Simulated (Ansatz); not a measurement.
**A computed series for BaTiO3: pressure series**

Base system: BaTiO₃ (space group P4mm, No. 99; a = 3.9723 Å, c = 4.1128 Å).

Cell and atoms are relaxed at each pressure.

The values are results of r2SCAN (Ansatz, a program for electronic structure, PAW, no spin-orbit coupling), not measurements.

Two rows of this table had their results exchanged by mistake.

```tsv
pressure	volume per atom (Å³)	shortest distance (Å)	band gap
pressure −2 GPa	13.23	1.808	2.21 eV
pressure −1 GPa	13.10	1.815	2.22 eV
pressure 3 GPa	11.87	1.950	2.35 eV
pressure 7 GPa	12.35	1.867	2.28 eV
pressure 15 GPa	12.68	1.840	2.25 eV
pressure 30 GPa	11.24	1.915	2.41 eV
pressure 50 GPa	10.60	1.878	2.44 eV
pressure 75 GPa	10.00	1.842	2.43 eV
pressure 100 GPa	9.52	1.812	2.39 eV
```

Which two?

The rows for pressure 3 GPa and pressure 15 GPa: the volume has to fall steadily with pressure, so 12.68 Å³ belongs to pressure 3 GPa and 11.87 Å³ to pressure 15 GPa.

Load acts through the strain it causes; cell and atoms are relaxed under it. Stability against distortions was not tested. Competing high-pressure phases were not computed. The final runs are not spin-polarised. Along this pressure series the structure jumps between pressure 7 GPa and pressure 15 GPa; cells beyond that are another form of it.
